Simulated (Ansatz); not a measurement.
The starting structures come from a database of crystals and need not be the phases stable at ambient conditions.

Inside the gap of an insulator the Bloch states are evanescent, with a wavenumber k + iκ along the transport direction.

Consider the following.

```
CELL_PARAMETERS angstrom
      4.26824     0.00000     0.00000
      0.00000     6.16737    -0.03502
      0.00000    -1.34841     3.88409
ATOMIC_POSITIONS crystal
  Pb 0.25000 0.25366 0.12683
  Pb 0.75000 0.74634 0.87317
  S  0.25000 0.71868 0.35934
  S  0.75000 0.28132 0.64066
```

Space group of this cell: Cmcm. The cell was relaxed by PBE-D3(BJ); by r2SCAN its mean pressure is 1.2 GPa.

Transport runs along the normal of the first two printed cell vectors.

No gap correction and no spin-orbit coupling; mid-gap values are interpolated between computed energies.

Q: Give the band gap and the smallest decay constant κ at mid-gap that r2SCAN (Ansatz, a first-principles code) yields.

A: Gap 1.38 eV on a 8×8×8 mesh; κ = 0.139 1/Å, at (0.000, 0.167) of the in-plane reciprocal vectors. At the zone centre, at the nearest computed energy, the slowest state has κ = 0.25 1/Å.
